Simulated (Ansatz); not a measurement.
**Hypothetical P6/mmm BN: carrier doping**

The reference is BN (space group P6/mmm, No. 191; a = 4.5379 Å, c = 2.6220 Å; a hypothetical phase, not in the database extracts checked; made of chains).

Carriers are added at fixed cell with a uniform background; the Fermi–Dirac width is that of 300 K.

Level of theory: DFT with PBE, PAW potentials and a 420 eV plane-wave cutoff in Ansatz (a program for electronic structure), no SOC.

Notes on the quantities. Fermi level from band edge: Fermi level relative to the doped band's edge (positive inside the band; to 0.05 eV).

```json
[
 {"case": "undoped", "Fermi level from band edge": "–", "gap between the host's bands": "3.51 eV"},
 {"case": "electrons 5.0×10^20 cm⁻³", "Fermi level from band edge": "+0.10 eV", "gap between the host's bands": "3.52 eV"},
 {"case": "electrons 1.0×10^21 cm⁻³", "Fermi level from band edge": "+0.15 eV", "gap between the host's bands": "3.52 eV"},
 {"case": "electrons 1.5×10^21 cm⁻³", "Fermi level from band edge": "+0.20 eV", "gap between the host's bands": "3.52 eV"},
 {"case": "holes 5.0×10^20 cm⁻³", "Fermi level from band edge": "0.00 eV", "gap between the host's bands": "3.55 eV"},
 {"case": "holes 1.0×10^21 cm⁻³", "Fermi level from band edge": "+0.05 eV", "gap between the host's bands": "3.59 eV"},
 {"case": "holes 1.5×10^21 cm⁻³", "Fermi level from band edge": "+0.05 eV", "gap between the host's bands": "3.63 eV"}
]
```

Carriers are added with a uniform compensating background; total energy and stress of such cells depend on the potential's zero and are not compared; many-body gap narrowing is missing at this level. Whether these cells are dynamically stable was not tested. The base started in P3_121 and relaxed to P6/mmm at this level. No dispersion term is included, though the crystal is made of layers, chains or molecules, so its spacings can come out too wide.
